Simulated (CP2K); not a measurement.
Worked example: self-consistent single point of a (111) slab of Pt (cut from a parent of space group no. 225; 3 atoms in the cell) in CP2K.

Method of the run: PBEsol, GPW, DZVP-MOLOPT-SR-GTH basis, GTH-PBE potentials (GTH_POTENTIALS) (CP2K).

The change in words: vacuum of 20 angstrom (first run: 14 Å); SURFACE_DIPOLE_CORRECTION: default → T. Reference geometry:
```
Pt
1.0
    2.76354     0.00000     0.00000
    1.38177     2.39330     0.00000
    0.00000     0.00000    18.51281
Pt
3
Direct
  0.33333   0.33333   0.37812
  0.66667   0.66667   0.50000
  0.00000   0.00000   0.62188
```

Reference input (self-consistent single point, DFT PBEsol, GPW, DZVP-MOLOPT-SR-GTH basis, GTH-PBE potentials (GTH_POTENTIALS)): CUTOFF = 500 Ry; REL_CUTOFF = 50 Ry; SMEAR/METHOD = GAUSSIAN; SIGMA = 0.1 eV; KPOINTS/SCHEME = MONKHORST-PACK 6 6 1; GAMMA_CENTERED = T; XC_FUNCTIONAL = PBE:PBESOL; Pt/BASIS_SET = DZVP-MOLOPT-SR-GTH; Pt/POTENTIAL = GTH-PBE-q18; METHOD = GPW; EPS_DEFAULT = 1e-10; NGRIDS = 5. This run's input differs from it in these lines:

```diff
@@ -11,2 +11,4 @@
     POTENTIAL_FILE_NAME GTH_POTENTIALS
+    SURFACE_DIPOLE_CORRECTION T
+    SURF_DIP_DIR Z
     &QS
@@ -68,3 +70,3 @@
       B 1.38177200 2.39329800 0.00000000
-      C 0.00000000 0.00000000 18.51281300
+      C 0.00000000 0.00000000 24.51283100
       PERIODIC XYZ
@@ -73,5 +75,5 @@
       SCALED
-      Pt       0.33333300     0.33333300     0.37811600
+      Pt       0.33333300     0.33333300     0.40795000
       Pt       0.66666700     0.66666700     0.50000000
-      Pt       0.00000000     0.00000000     0.62188400
+      Pt       0.00000000     0.00000000     0.59205000
     &END COORD
```

Log, with long lists cut:

```
 SCF WAVEFUNCTION OPTIMIZATION

  Step     Update method      Time    Convergence         Total energy    Change
     1 NoMix/Diag. 0.20E+00      -     0.35253841      -360.8980242811 -3.61E+02
     2 Broy./Diag. 0.20E+00      -     0.14432261      -364.3877036830 -3.49E+00
     3 Broy./Diag. 0.20E+00      -     0.06012600      -362.1107446449  2.28E+00
     4 Broy./Diag. 0.20E+00      -     0.04036716      -360.6019309345  1.51E+00
     5 Broy./Diag. 0.20E+00      -     0.02606843      -359.9769161853  6.25E-01
     6 Broy./Diag. 0.20E+00      -     0.01691805      -360.0346673911 -5.78E-02
   [... 90 lines left out ...]
    97 Broy./Diag. 0.20E+00      -     0.00020856      -360.1697112440  1.30E-06
    98 Broy./Diag. 0.20E+00      -     0.00002924      -360.1697111532  9.09E-08
    99 Broy./Diag. 0.20E+00      -     0.00012706      -360.1697108797  2.73E-07
   100 Broy./Diag. 0.20E+00      -     0.00013671      -360.1697099065  9.73E-07
  Leaving inner SCF loop after reaching   100 steps.

  Total dipole moment perpendicular to
  the slab [electrons-Angstroem]:               0.0000464170

  Overlap energy of the core charge distribution:               0.00000000014136
  Self energy of the core charge distribution:               -548.39227520841928
   [... lines left out ...]
  Fermi energy:                                                 0.00131854192012
  Total energy:                                              -360.16970990646678
   [... lines left out ...]
 *  /   \                                                                      *
 * [ABORT]                                                                     *
 *  \___/     SCF run NOT converged. To continue the calculation regardless,   *
 *    |             please set the keyword IGNORE_CONVERGENCE_FAILURE.         *
 *  O/|                                                                        *
 * /| |                                                                        *
 * / \                                                            qs_scf.F:702 *
 *******************************************************************************

 ===== Routine Calling Stack =====

            4 scf_env_do_scf
            3 qs_energies
            2 qs_forces
            1 CP2K
Abort(1) on node 0 (rank 0 in comm 0): application called MPI_Abort(MPI_COMM_WORLD, 1) - process 0
```

The run ended unconverged after 100 iterations. 

The starting cell has typed, rounded lattice constants, without a prior relaxation at this level. The slab is cut from that crystal, and its faces are unrelaxed. Its lattice was rescaled by up to half a per cent. Values carry the incompleteness of an atom-centred basis. The potentials were made for another functional than the one used.

Cost on one core of a shared machine: roughly 4 min.
